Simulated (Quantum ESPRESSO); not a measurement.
## Equation of state of AlB2-type TiB2 (space group 191): energy against volume (Quantum ESPRESSO, LDA)

```
CELL_PARAMETERS angstrom
      2.91215     0.00000     0.00000
     -1.45608     2.52200     0.00000
      0.00000     0.00000     3.10438
ATOMIC_POSITIONS crystal
  Ti 0.00000 0.00000 0.00000
  B  0.66667 0.33333 0.50000
  B  0.33333 0.66667 0.50000
```

Computed with LDA (PZ), GBRV 1.5 ultrasoft (LDA) pseudopotentials (plane waves; Quantum ESPRESSO). Settings: ecutwfc = 65 Ry; ecutrho = 520 Ry; occupations = smearing; smearing = fd; degauss = 0.0036749 Ry; potentials = {Ti: ti_lda_v1.4.uspp.F.UPF, B: b_lda_v1.4.uspp.F.UPF}; K_POINTS = automatic 23 23 18 0 0 0; conv_thr = 1e-10 Ry; mixing_beta = 0.3. The cell above is the first row's. The rows scale it uniformly. In all rows fractional positions and the k mesh are held. E is the free energy at the stated smearing, counted from the lowest row.

```
V (Å^3/atom)  E (meV/atom)
------------  ------------
7.6000               44.13
7.7652               22.47
7.9304                8.36
8.0956                1.07
8.2608                0.00
8.4261                4.57
8.5913               14.24
8.7565               28.56
8.9217                   ?
```

Question: Fit E against V with the third-order Birch-Murnaghan form, a cubic in V^(-2/3), and predict the withheld value at V = 8.9217.

Answer: With u = V^(-2/3) - 0.247, the rows have u = 0.011697, 0.008015, 0.004461, 0.001028, -0.002290, -0.005501, -0.008607, -0.011615. Least squares gives E = 0.115 + 660.10·u + 266477·u² - 103516·u³. Residuals (row less fit): 0.000, -0.001, 0.006, -0.005, -0.002, 0.005, 0.000, 0.000; standard error 0.005 (degrees of freedom: 4). Its minimum lies at u = -0.001238, so V0 = (0.245762)^(-3/2) = 8.208. There d²E/du² = 533700 and d³E/du³ = -621100, so B0 = (4/9) × 8.208^(-7/3) × 533700 × 0.160218 = 280 GPa (the last factor turns the table's units into GPa), and B0' = 4 + (2/3) × 0.245762 × (-621100)/533700 = 3.8. The program's pressures in the fitted runs (not shown) pass through zero at V = 8.20, 0.05 % from this V0. At the withheld row, u = -0.014529, so E = 0.115 + 660.10 × (-0.014529) + 266477 × (-0.014529)² - 103516 × (-0.014529)³ = 47.093 meV/atom. The calculation gives 47.08 meV/atom, 0.013 meV/atom below the prediction (under 0.05 % of the range of E in the table). The row lies outside the fitted rows, so this is an extrapolation. From the scatter of the fitted rows alone, a prediction at this place has a standard error of 0.012 meV/atom, so the miss is 1.1 times that.

Carrying the step between the two nearest rows on in a straight line would have given 42.88, off by 4.20; series whose last step already gives the withheld value aren't shown. The scan was laid around a cell of about the measured size, scaled by a guess for this functional; axis ratios and inner coordinates come from that cell. The runs keep the symmetry of the cell, so they don't test it for distortions. Spin polarisation is off. The shape of the cell and the inner coordinates aren't relaxed, so V0 and B0 belong to this uniform scaling; a relaxed crystal lies no higher in energy and is usually softer. Cutoffs and mesh are single choices, not tested for convergence of this quantity. Series with a scatter that would blur these digits, or in which a gap closes, are not shown. Nor are scans whose minimum lies at an end fitted in this form.
